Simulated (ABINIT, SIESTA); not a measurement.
A SIESTA input for a self-consistent single point of SrCd (Pm-3m, 2 atoms in the cell) (DFT, LDA PW92, numerical atomic orbitals TZP, PseudoDojo LDA standard norm-conserving potentials (rewritten from UPF to PSML)):

```
# files in the folder: Sr.psml Cd.psml (PseudoDojo LDA standard)
SystemName  SrCd
SystemLabel siesta

NumberOfAtoms                2
NumberOfSpecies              2
%block ChemicalSpeciesLabel
  1 38 Sr
  2 48 Cd
%endblock ChemicalSpeciesLabel
LatticeConstant              1.0 Bohr
%block LatticeVectors
     7.626235440    0.000000000    0.000000000
     0.000000000    7.626235440    0.000000000
     0.000000000    0.000000000    7.626235440
%endblock LatticeVectors
AtomicCoordinatesFormat      Bohr
%block AtomicCoordinatesAndAtomicSpecies
     3.813117720    3.813117720    3.813117720  1
     0.000000000    0.000000000    0.000000000  2
%endblock AtomicCoordinatesAndAtomicSpecies

XC.functional                LDA
XC.authors                   PW92
PAO.BasisSize                TZP
PAO.EnergyShift              0.01 Ry
MeshCutoff                   350 Ry
%block kgrid.MonkhorstPack
   11   0   0  0.0
    0  11   0  0.0
    0   0  11  0.0
%endblock kgrid.MonkhorstPack
OccupationFunction           FD
ElectronicTemperature        0.1 eV

MaxSCFIterations             150
SCF.Mixer.Method             Broyden
SCF.Mixer.Weight             0.1
SCF.Mixer.History            8
SCF.DM.Tolerance             1.0E-04
Diag.ParallelOverK           true
WriteForces                  true
Charge.Mulliken              end
```

Task: Translate this input to ABINIT.

Result: This is the input that was run; spellings and numerical settings could be chosen otherwise.

```
# SrCd, JTH v2.0 LDA PAW
pp_dirpath "./"
pseudos "Sr.LDA_PW-JTH.xml, Cd.LDA_PW-JTH.xml"
acell 4.0356300000 4.0356300000 4.0356300000 Angstrom
rprim
         1.0000000000    0.0000000000    0.0000000000
         0.0000000000    1.0000000000    0.0000000000
         0.0000000000    0.0000000000    1.0000000000
natom 2
ntypat 2
znucl 38 48
typat 1 2
xred
         0.5000000000    0.5000000000    0.5000000000
         0.0000000000    0.0000000000    0.0000000000
ecut 544 eV
pawecutdg 1088 eV
pawxcdev 0
occopt 3
tsmear 0.1 eV
nband 16
kptopt 1
ngkpt 11 11 11
nshiftk 1
shiftk 0 0 0
nstep 50
tolvrs 1.0e-11
prtwf 0
prtden 0
```

Basis settings and potentials, where a program has them, do not carry over. This input uses DFT, LDA (PW92), plane waves, PAW (JTH v2.0 LDA PAW). LDA parametrisations can differ slightly between programs. Both were run: pressure -1.32 GPa in SIESTA and -2.64 in ABINIT.

On SIESTA: the starting cell comes from a database of computed structures (which also holds hypothetical and non-ambient phases and stackings), without a prior relaxation at this level. Values carry the incompleteness of an atom-centred basis.

On ABINIT: the starting cell comes from a database of computed structures (which also holds hypothetical and non-ambient phases and stackings), without a prior relaxation at this level.
